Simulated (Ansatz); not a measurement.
## Point defects in CoSi

Take an 8-atom supercell of CoSi (space group P2_13, No. 198; a = 4.431 Å; non-magnetic) at its relaxed geometry as the base.

One neutral defect a cell, atoms relaxed at fixed cell.

All numbers come from PBE (Ansatz, a program for electronic structure; PAW; 420 eV plane waves; no spin-orbit coupling), earlier PAW set.

```json
[
 {"variant": "perfect supercell", "largest displacement of a host atom from its site in the perfect cell": "–", "pressure": "0.0 GPa"},
 {"variant": "Co interstitial (started 1.60 Å from the nearest host atom)", "largest displacement of a host atom from its site in the perfect cell": "…", "pressure": "…"},
 {"variant": "S on a Si site, symmetric start", "largest displacement of a host atom from its site in the perfect cell": "0.06 Å", "pressure": "6.7 GPa"},
 {"variant": "Si on a Co site (antisite), symmetric start", "largest displacement of a host atom from its site in the perfect cell": "0.09 Å", "pressure": "16.0 GPa"},
 {"variant": "Co vacancy", "largest displacement of a host atom from its site in the perfect cell": "…", "pressure": "-6.9 GPa"}
]
```

Problem. Some entries are withheld; estimate them.

Solution. 
- Co interstitial (started 1.60 Å from the nearest host atom), largest displacement of a host atom from its site in the perfect cell: 0.43 Å
- Co interstitial (started 1.60 Å from the nearest host atom), pressure: 43.5 GPa
- Co vacancy, largest displacement of a host atom from its site in the perfect cell: 0.08 Å

Other magnetic orders, which the real material may have, were not ruled out. The cell is small, so the values are those of an ordered compound at a high defect concentration; dilute-limit values will differ. Defects with a symmetric start kept the site's symmetry and may sit on a saddle; the others started slightly shaken. Seeded moments were not kept for Co interstitial (started 1.60 Å from the nearest host atom), the base, S on a Si site and Si on a Co site (antisite) and more. Spin-polarised in the final run: Co interstitial (started 1.60 Å from the nearest host atom), S on a Si site, Si on a Co site (antisite) and Co vacancy; the other runs are not.
